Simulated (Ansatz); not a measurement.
Reference: MgSe (Fm-3m), PBEsol, rigid bands (plane waves, PAW, scalar-relativistic; Ansatz, a program for electronic structure); geometry: cell and atoms relaxed with PBEsol.

```cif
data_MgSe
_chemical_formula_sum 'Mg1 Se1'
_space_group_name_H-M_alt 'P 1'
_space_group_IT_number 1
_cell_length_a 3.85357
_cell_length_b 3.85357
_cell_length_c 3.85357
_cell_angle_alpha 60.000
_cell_angle_beta 60.000
_cell_angle_gamma 60.000
loop_
_space_group_symop_operation_xyz
  'x, y, z'
loop_
_atom_site_label
_atom_site_type_symbol
_atom_site_fract_x
_atom_site_fract_y
_atom_site_fract_z
_atom_site_occupancy
Mg1 Mg 0.00000 0.00000 0.00000 1
Se1 Se 0.50000 0.50000 0.50000 1
```

band gap: 1.78 eV
electron conductivity mass: 0.29 mₑ
Seebeck coefficient, n-type 1e19 cm⁻³: -241 μV/K

Problem. Swap Mg for Ca, keeping the structure type. How do these values move?

Solution. CaSe (Fm-3m): volume per atom 20.2 to 25.3 Å³; band gap rises (1.78 eV to 1.88 eV); electron conductivity mass rises (0.29 mₑ to 0.38 mₑ); Seebeck coefficient, n-type 1e19 cm⁻³ rises in size (-241 μV/K to -295 μV/K).

Problem. Replace Se by O on the same sites and relax. What happens?

Solution. MgO (Fm-3m): volume per atom 20.2 to 9.4 Å³; band gap rises (1.78 eV to 4.62 eV); electron conductivity mass rises (0.29 mₑ to 0.35 mₑ); Seebeck coefficient, n-type 1e19 cm⁻³ falls in size (-241 μV/K to -171 μV/K).

Problem. Swap Se for S, keeping the structure type. How do these values move?

Solution. MgS (Fm-3m): volume per atom 20.2 to 17.4 Å³; band gap rises (1.78 eV to 2.73 eV); electron conductivity mass rises (0.29 mₑ to 0.35 mₑ); Seebeck coefficient, n-type 1e19 cm⁻³ rises in size (-241 μV/K to -261 μV/K).

Moves up to 5 % count as about the same. Masses are for dilute carriers at 300 K, harmonic means over directions unless an axis is named. Seebeck coefficients are for the stated density at 300 K, with one relaxation time for all states and whether or not that doping can be reached. Spin-orbit coupling is left out.

Formula and space group known from diffraction (Crystallography Open Database), not checked to be the room-temperature form: CaSe (Fm-3m).
